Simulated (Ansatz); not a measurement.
For NbSi2 (P6_422), PBEsol, DFPT electron-phonon coupling, linearised Boltzmann equation (Ansatz, a quantum-chemistry and plane-wave program) gives a transport coupling λ_tr = 0.351 and a Drude plasma energy ħω_p = 3.07 eV along y (a = (4.77, 0.00, 0.00) Å; b = (-2.39, 4.13, 0.00) Å; c = (0.00, 0.00, 6.57) Å).

Estimate the resistivity at 300 K from the high-temperature formula ρ = 2π λ_tr k_B T / (ħ ε₀ ω_p²), and say how the full Boltzmann solution compares.

The scattering rate is 1/τ = 2π λ_tr k_B T/ħ = 8.66e13 s⁻¹ and ω_p = 4.66e15 s⁻¹, so ρ ≈ 45.0 μΩ·cm. The Boltzmann solution gives 40.0 μΩ·cm, 0.89 times the estimate; it lies lower because k_BT is not large against the phonon energies and the solution lets the distribution adjust.

A metal at this level (no band gap). Only scattering by harmonic phonons is included (no impurities, grain boundaries, electron-electron scattering or thermal expansion). Spin-orbit coupling is left out. Halving the electron mesh (20x20x12) moves the resistivity by up to 3 % at 300 K, the coupling by up to 2 %. Smearing 0.20 eV; phonons on a 4x4x2 q mesh, which this run doesn't test.
